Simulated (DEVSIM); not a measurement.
Structure: Si n+/n-/n+ resistor, at 300 K.

| layer (left to right) | material | thickness (μm) | Nd (cm⁻³) | τn (s) | τp (s) |
|---|---|---|---|---|---|
| 1 | Si | 0.460 | 6.6e18 | 6.7e-6 | 6.7e-6 |
| 2 | Si | 1.30 | 1.2e15 | 6.7e-6 | 6.7e-6 |
| 3 | Si | 0.130 | 4.6e17 | 6.7e-6 | 6.7e-6 |

Left contact: ohmic. Right contact: ohmic. Voltage is applied to the left contact. Recombination: SRH at mid-gap, Auger. Mobility is constant in doping.

The device is made up for the run: typed textbook-type constants, with dimensions and the other settings drawn at random. Values at 300 K.

```tsv
parameter	Si
gap (eV)	1.124
affinity (eV)	4.05
permittivity	11.7
Nc (cm⁻³)	2.86e19
Nv (cm⁻³)	3.1e19
μn (cm²/Vs)	1417
μp (cm²/Vs)	470
Cn (cm⁶/s)	2.8e-31
Cp (cm⁶/s)	9.9e-32
```

DEVSIM, 1D drift-diffusion, Boltzmann statistics, complete ionisation; no tunnelling, impact ionisation, image-force lowering or self-heating.

Question: Give the dark forward current.

Answer: 
| V (V) | J (A/cm²) |
|---|---|
| 0.05 | 150 |
| 0.20 | 600 |
| 0.35 | 1100 |
| 0.50 | 1500 |
| 0.65 | 2100 |
| 0.80 | 2600 |
| 0.95 | 3200 |
| 1.10 | 3800 |
| 1.25 | 4400 |
| 1.40 | 5100 |
| 1.55 | 5800 |
| 1.70 | 6500 |
| 1.85 | 7300 |
| 2.00 | 8100 |
